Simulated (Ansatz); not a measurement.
fcc Yb, treated with PBEsol-D3(BJ) (plane waves, PAW; Ansatz, a program for electronic structure).

Run with plane-wave cutoff 520 eV, 18×18×18 k mesh, Fermi–Dirac smearing 0.05 eV, no spin polarisation, scalar-relativistic PAW data made under PBE.

Equation-of-state points:

| V (Å³/atom) | E − E_lowest (meV/atom) |
|---|---|
| 27.783 | 8.03 |
| 28.375 | 3.31 |
| 28.966 | 0.69 |
| 29.557 | 0.00 |
| 30.148 | 1.06 |
| 30.739 | 3.72 |
| 31.330 | 7.84 |

### Question
What bulk modulus B0 and pressure derivative B′ does a third-order Birch–Murnaghan fit give?

### Answer
V0 = 29.487 Å³/atom, B0 = 23.9 GPa, B′ = 3.5 (fit to the energies at full precision).

Measured, for comparison: bulk modulus 16.3 GPa (temperature not stated, not corrected to a static lattice; as tabulated in doi:10.1007/BF02743909 (ytterbium under pressure), abstract); equilibrium volume per atom 41.24 Å³/atom (293 K, not corrected to a static lattice; as tabulated in Wikipedia's data pages). Computed (rounded) less measured: bulk modulus +47 %, equilibrium volume per atom -28.5 %.

Spin–orbit coupling is not included.

The result took roughly 90 core-seconds.
